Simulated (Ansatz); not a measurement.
2HA TaS2 (model structure) (like a known undistorted form, which takes a superstructure on cooling), treated with PBEsol in Ansatz (plane waves, PAW).

Rigid layers of the crystal as relaxed at this level are moved apart or together:

```
run   k mesh  layer repeat (Å)  energy against free layers (meV/Å²)  gap on the mesh (eV)
---  -------  ----------------  -----------------------------------  --------------------
1    12×12×4              5.75                                -3.86                 0.000
2    12×12×4               5.9                                -5.17                 0.000
3    12×12×4              6.05                                -5.51                 0.000
4    12×12×4              6.25                                -5.03                 0.000
5    12×12×4              6.55                                -3.62                 0.000
6    12×12×4              7.05                                -1.66                 0.000
7    12×12×2              8.05                                -0.33                 0.000
8    12×12×2             10.05                                -0.02                 0.000
```

The lowest energy of these points lies at a layer repeat of 6.05 Å.

Spin–orbit coupling is not included.

A model structure was made by putting elements into a prototype or built by hand; here it ended with the formula and space group of a phase in our tables.

Ansatz is a first-principles code.
